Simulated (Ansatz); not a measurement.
## Effective masses and thermopower of WS2 (P6_3/mmc)

Input:

```
CELL_PARAMETERS angstrom
      3.15413     0.00000     0.00000
     -1.57707     2.73156     0.00000
      0.00000     0.00000    12.14009
ATOMIC_POSITIONS crystal
  W  0.33333 0.66667 0.25000
  W  0.66667 0.33333 0.75000
  S  0.33333 0.66667 0.62029
  S  0.66667 0.33333 0.37971
  S  0.66667 0.33333 0.12029
  S  0.33333 0.66667 0.87971
```

Calculation: PBE+D3BJ, rigid bands (plane waves, PAW, scalar-relativistic; Ansatz, a first-principles code). Condition of this run: functional PBE, cell relaxed with it. Cell: cell and atoms relaxed with PBE+d3bj.

```
Item                                                                                                                                                               Value
---------------------------------------------------------------------------------------------------------------------------------------  -------------------------------
band gap                                                                                                                                                         0.88 eV
electron conductivity mass (300 K, dilute)                                                                                               0.55 (x), 0.55 (y), 0.48 (z) mₑ
effective density of states N_c (300 K)                                                                                                                      5.5e19 cm⁻³
density-of-states mass, electrons                                                                                                                                1.69 mₑ
Seebeck coefficient, n-type 1e19 cm⁻³, 300 K                                                                                                                   -363 μV/K
best n-type power factor at 300 K for τ = 10 fs (best axis; densities from 1e16 to 1e21 cm⁻³ tried, whether or not they can be reached)     18.4 μW/(cm·K²) at 3e20 cm⁻³
```

Rigid bands; masses and Seebeck coefficients take one relaxation time τ for all states and one kind of carrier; polarons and phonon drag are left out. Spin-orbit coupling is left out; with 5d elements it also splits d-like band edges. Geometry: cell and atoms relaxed with PBE+D3(BJ).
